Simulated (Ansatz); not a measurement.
## Convergence test for TiO2 (I4_1/amd, 6 atoms in the cell)

```yaml
crystal:
  lattice:
    - [-1.85439, 1.85439, 4.71376]
    - [1.85439, -1.85439, 4.71376]
    - [1.85439, 1.85439, -4.71376]
  atoms:
    - { symbol: Ti, position: [0.00000, 0.00000, 0.00000] }
    - { symbol: Ti, position: [0.75000, 0.25000, 0.50000] }
    - { symbol: O, position: [0.95715, 0.45715, 0.50000] }
    - { symbol: O, position: [0.20715, 0.20715, 0.00000] }
    - { symbol: O, position: [0.79285, 0.79285, 0.00000] }
    - { symbol: O, position: [0.54285, 0.04285, 0.50000] }
```

Level of theory: HSE06, PAW files made with PBE (plane waves; Ansatz, a first-principles code).

The starting cell comes from a database of computed structures (which also holds hypothetical and non-ambient phases and stackings), without a prior relaxation at this level. Its lattice was rescaled by a random factor within 2.5 % of one. In the base run, with a pressure of about 11 GPa the cell is away from its equilibrium volume at this level. Ansatz's pressure includes its estimate of the finite-basis (Pulay) stress. The shifted mesh does not hold Γ, so a gap read on it misses any band edge there.

Held fixed: basis.ecutwfc = 30.9 Ry; kpoints.mp_grid.shift = 0.5 0.5 0.5; hamiltonian.xc = hse06; hamiltonian.pseudopotentials = {kind: paw} (the program's default PAW files); scf.occupations.method = fixed.

ΔF is the free energy per atom less that of the last row (6 6 6).

The series runs over kpoints.mp_grid.grid = 2 2 2; 3 3 3; 4 4 4; 5 5 5; 6 6 6.

Problem. From which setting on does the pressure stay within 0.1 GPa of the last one?

Solution. From kpoints.mp_grid.grid = 4 4 4 on; the one before it is off by 0.16 GPa. The value it settles on is 11.03 GPa at this level of theory and with the other settings as held.

Problem. From which setting on does the energy stay within 1 meV/atom of the last one?

Solution. From kpoints.mp_grid.grid = 4 4 4 on; the one before it is off by 2.8 meV/atom.

```tsv
kpoints.mp_grid.grid	ΔF (meV/atom)	pressure (GPa)	largest force (eV/Å)	gap on the mesh (eV)	k-points	iterations
2 2 2	-35.6	9.36	0.035	4.281	3	18
3 3 3	-2.8	10.87	0.242	3.969	6	19
4 4 4	0.75	11.04	0.167	3.955	11	19
5 5 5	0.13	11.03	0.159	3.908	18	19
6 6 6	0.00	11.03	0.162	3.906	28	19
```

Gaps are taken between levels on the mesh.

Keys are those of Ansatz 0.2.
